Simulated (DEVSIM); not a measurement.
System: abrupt GaP p-n junction, at 300 K.

Layer 1 from the left is GaP, thickness (μm) 0.270, Na (cm⁻³) 6.9e18, τn (s) 5.7e-7, τp (s) 5.7e-7. Layer 2 from the left is GaP, thickness (μm) 110, Nd (cm⁻³) 1.9e17, τn (s) 5.7e-7, τp (s) 1.7e-8.

Left contact: ohmic. Right contact: ohmic. Voltage is applied to the left contact. Recombination: SRH at mid-gap. Mobility is μmin + (μ − μmin)/(1 + (N/Nref)^α).

Constants are typed, rounded textbook-type inputs, not results; the design itself was drawn at random and stands for no fabricated device. Values at 300 K.

GaP: gap (eV) 2.26, affinity (eV) 3.8, permittivity 11.1, Nc (cm⁻³) 1.8e19, Nv (cm⁻³) 1.9e19, μn (cm²/Vs) 250, μp (cm²/Vs) 150, μn,min 10, μp,min 10, Nref,n 4.4e18, Nref,p 1e18, αn 0.8, αp 0.85.

Model (solved in DEVSIM): 1D drift-diffusion, Boltzmann statistics, complete ionisation; no tunnelling, impact ionisation, image-force lowering or self-heating.

Dark forward current:

| |V| (V) | |J| (A/cm²) |
|---|---|
| 0.70 | 5.080e-13 |
| 0.75 | 1.367e-12 |
| 0.80 | 3.654e-12 |
| 0.85 | 9.785e-12 |
| 0.90 | 2.642e-11 |
| 0.95 | 7.167e-11 |
| 1.00 | 1.942e-10 |
| 1.05 | 5.253e-10 |
| 1.10 | 1.423e-9 |
| 1.15 | 3.872e-9 |
| 1.20 | 1.058e-8 |
| 1.25 | 2.897e-8 |
| 1.30 | 7.970e-8 |
| 1.35 | 2.211e-7 |
| 1.40 | 6.227e-7 |
| 1.45 | 1.807e-6 |
| 1.50 | 5.564e-6 |
| 1.55 | 1.914e-5 |
| 1.60 | 7.798e-5 |
| 1.65 | 0.0003846 |
| 1.70 | 0.002213 |
| 1.75 | 0.01398 |
| 1.80 | 0.09208 |
| 1.85 | 0.5995 |
| 1.90 | 3.324 |
| 1.95 | 11.98 |

### Question
Work out the local ideality factor n = ΔV / (kT/q · ln(J2/J1)) between the rows 0.70 and 0.75 V, 1.75 and 1.80 V, 1.90 and 1.95 V.

### Answer
kT/q = 25.85 mV. From 0.70 to 0.75 V: ln(1.367e-12/5.080e-13) = 0.990, n = 1.95, near the 2 of recombination in the depletion region. From 1.75 to 1.80 V: ln(0.09208/0.01398) = 1.885, n = 1.03, near the 1 of diffusion or emission over a barrier. From 1.90 to 1.95 V: ln(11.98/3.324) = 1.282, n = 1.51; the layers' resistance at their doping, Σ W/(qμN) = 0.0016 Ω cm², would take 13 mV of this step of 50 mV.

### Question
Estimate the current at 1.75 V from the Shockley equation with J0 = Σ q ni² D/(N L) coth(W/L), τ joining the SRH, radiative and Auger lifetimes that are on, and W taken as the whole layer.

### Answer
ni² = 3.67 cm⁻⁶; electrons in the p layer: μ = 109 cm²/Vs, D = 2.81 cm²/s, τ = 5.70e-7 s, L = 12.7 μm, W/L = 0.021, term 8.87e-33 A/cm²; holes in the n layer: μ = 123 cm²/Vs, D = 3.17 cm²/s, τ = 1.70e-8 s, L = 2.32 μm, W/L = 47, term 4.23e-32 A/cm². J0 = 5.11e-32 A/cm², and J = J0 exp(qV/kT) = 0.0129 A/cm². The simulation gives 0.0140 A/cm²; the estimate lies 7.9 % below. The estimate leaves out recombination in the depletion region and that region's share of W.
